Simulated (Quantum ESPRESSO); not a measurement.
# Convergence test for Ta2O5 (P2/m, 7 atoms in the cell)

```xyz
7
Lattice="3.8414 0.0000 0.0000 0.0000 3.8627 0.0000 -1.8189 0.0000 6.5290" Properties=species:S:1:pos:R:3 pbc="T T T"
Ta     1.0558     0.0000     5.1664
Ta     0.9667     0.0000     1.3625
O      1.0914     1.9314     5.2123
O      0.9311     1.9314     1.3167
O     -0.8547     0.0000     5.6842
O      2.8771     0.0000     0.8447
O      1.0112     0.0000     3.2645
```

Computed with PBEsol, GBRV 1.5 ultrasoft (PBESOL) pseudopotentials (plane waves; Quantum ESPRESSO).

The starting cell comes from a database of computed structures (which also holds hypothetical and non-ambient phases and stackings), without a prior relaxation at this level. Spin-orbit coupling is off. The shifted mesh does not hold Γ, so a gap read on it misses any band edge there.

Held fixed: ecutwfc = 40 Ry; ecutrho = 320 Ry; occupations = smearing; smearing = fd; degauss = 0.0036749 Ry; potentials = {Ta: ta_pbesol_v1.uspp.F.UPF, O: o_pbesol_v1.2.uspp.F.UPF}; K_POINTS = automatic 6 6 3 1 1 1; mixing_beta = 0.7.

ΔF is the free energy per atom less that of the last row (7.3e-14 Ry).

The series runs over conv_thr = 0.0073 Ry; 0.00073 Ry; 7.3e-05 Ry; 7.3e-06 Ry; 7.3e-07 Ry; 7.3e-08 Ry; 7.3e-10 Ry; 1e-11 Ry; 7.3e-12 Ry; 7.3e-14 Ry.

Problem. From which setting on does the energy stay within 2 meV/atom of the last one?

Solution. From conv_thr = 0.00073 Ry on; the one before it is off by 4.8 meV/atom.

Problem. From which setting on does the largest force stay within 0.005 eV/Å of the last one?

Solution. From conv_thr = 7.3e-07 Ry on; the one before it is off by 0.0073 eV/Å. The value it settles on is 0.206 eV/Å at this level of theory and with the other settings as held.

```
conv_thr    ΔF (meV/atom)  pressure (GPa)  largest force (eV/Å)  gap on the mesh (eV)  iterations
----------  -------------  --------------  --------------------  --------------------  ----------
0.0073 Ry             4.8           -3.57                 0.441                 2.663           6
0.00073 Ry           0.27           -1.96                 0.195                 2.639           8
7.3e-05 Ry           0.00           -1.00                 0.213                 2.669           9
7.3e-06 Ry           0.00           -1.00                 0.213                 2.669           9
7.3e-07 Ry           0.00           -0.96                 0.206                 2.667          11
7.3e-08 Ry           0.00           -1.01                 0.206                 2.666          12
7.3e-10 Ry           0.00           -0.99                 0.206                 2.667          13
1e-11 Ry             0.00           -0.99                 0.206                 2.667          15
7.3e-12 Ry           0.00           -0.99                 0.206                 2.667          15
7.3e-14 Ry           0.00           -0.99                 0.206                 2.667          17
```

Gaps are taken between levels on the mesh.
